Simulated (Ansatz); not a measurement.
How the lattice parameter a of Cu2Te (model structure, from the CdI2 type, P-3m1, No. 164) moves with the method

No measured value is used here.

Task: Put these levels in order of the lattice parameter a that they give for Cu2Te (model structure, from the CdI2 type, P-3m1, No. 164), smallest first: PBE (Ansatz, a program for electronic structure), PBE-D3(BJ) (Ansatz), PBEsol (Ansatz).

Result: PBEsol (3.945 Å), PBE-D3(BJ) (3.957 Å), PBE (4.006 Å)

Ansatz's density-functional and Hartree–Fock values are scalar-relativistic unless marked +SOC, with PAW data made under PBE.

A model structure was made by putting elements into a prototype or built by hand; it is no filed structure, need not be a known phase, and can be a saddle point held by its symmetry.
